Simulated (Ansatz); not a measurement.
```xyz
8
Lattice="-2.7315 2.7315 5.4177 2.7315 -2.7315 5.4177 2.7315 2.7315 -5.4177" Properties=species:S:1:pos:R:3 pbc="T T T"
Ga     0.0000     0.0000     5.4177
Ga     2.7315     0.0000     2.7089
Cu     0.0000     0.0000     0.0000
Cu     0.0000     2.7315     2.7089
Se     1.4092     1.3658     6.7722
Se     4.0973     1.3223    -1.3544
Se     1.3223     1.3658     1.3544
Se    -1.3658     1.4092     4.0633
```

No spin polarisation.

Level of theory: plane-wave PAW DFT at the PBE level (Ansatz, a first-principles code, 420 eV), no SOC. Γ-centred 8×8×8 mesh, Fermi–Dirac width 0.05 eV.

What is the computed band gap?

0.48 eV.

What electron mass does the calculation give?

0.057 mₑ along c, 0.064 mₑ across (at Γ).

What is the computed valence-band top at Γ (three highest levels, from the VBM)?

0.00, -0.10, -0.10 eV.

Load acts through the strain it causes; cell and atoms are relaxed under it. Masses are band curvatures over ±0.01 Å⁻¹ around the edge. No phonon test of stability was made. No other phases were tried under pressure. All final runs are without spin polarisation. The cell was made from GaCuSe₂ in the chalcopyrite structure (space group I-42d, No. 122) by this change: pressure 9 GPa.
